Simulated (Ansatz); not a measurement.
## BeS, response to strain

The parent structure is BeS in the zinc blende structure (space group F-43m, No. 216).

```xyz
2
Lattice="0.0000 2.4343 2.4343 2.4343 0.0000 2.4343 2.4343 2.4343 0.0000" Properties=species:S:1:pos:R:3 pbc="T T T"
Be     0.0000     0.0000     0.0000
S      1.2172     1.2172     1.2172
```

Cartesian axes are those of the cell as printed.

Strains are applied to the cell and any free atomic positions relax; under biaxial strain the out-of-plane vector relaxes too.

The values are results of DFT with r2SCAN, PAW potentials and a 500 eV plane-wave cutoff in Ansatz (a quantum-chemistry and plane-wave program), scalar-relativistic without spin-orbit coupling, not measurements.

Notes on the quantities. pressure: mean of the normal stresses, compression positive.

```json
[
 {"case": "base", "smallest direct gap": "6.22 eV", "ratio −ε⊥/ε∥": "–", "pressure": "0.00 GPa"},
 {"case": "biaxial strain +0.42 %, plane normal [111], relaxed out of plane", "smallest direct gap": "6.18 eV", "ratio −ε⊥/ε∥": "–", "pressure": "-0.66 GPa"},
 {"case": "biaxial strain +0.83 %, plane normal [111], relaxed out of plane", "smallest direct gap": "6.13 eV", "ratio −ε⊥/ε∥": "0.37", "pressure": "-1.28 GPa"},
 {"case": "biaxial strain +1.25 %, plane normal [111], relaxed out of plane", "smallest direct gap": "?", "ratio −ε⊥/ε∥": "0.36", "pressure": "?"},
 {"case": "biaxial strain +1.67 %, plane normal [111], relaxed out of plane", "smallest direct gap": "6.02 eV", "ratio −ε⊥/ε∥": "0.36", "pressure": "-2.48 GPa"},
 {"case": "biaxial strain +2.08 %, plane normal [111], relaxed out of plane", "smallest direct gap": "5.95 eV", "ratio −ε⊥/ε∥": "0.36", "pressure": "-3.04 GPa"},
 {"case": "biaxial strain +2.50 %, plane normal [111], relaxed out of plane", "smallest direct gap": "5.85 eV", "ratio −ε⊥/ε∥": "0.36", "pressure": "-3.59 GPa"}
]
```

Problem. Complete the table.

Solution. 
- biaxial strain +1.25 %, plane normal [111], relaxed out of plane, smallest direct gap: 6.08 eV
- biaxial strain +1.25 %, plane normal [111], relaxed out of plane, pressure: -1.89 GPa

No phonon test of stability was made.
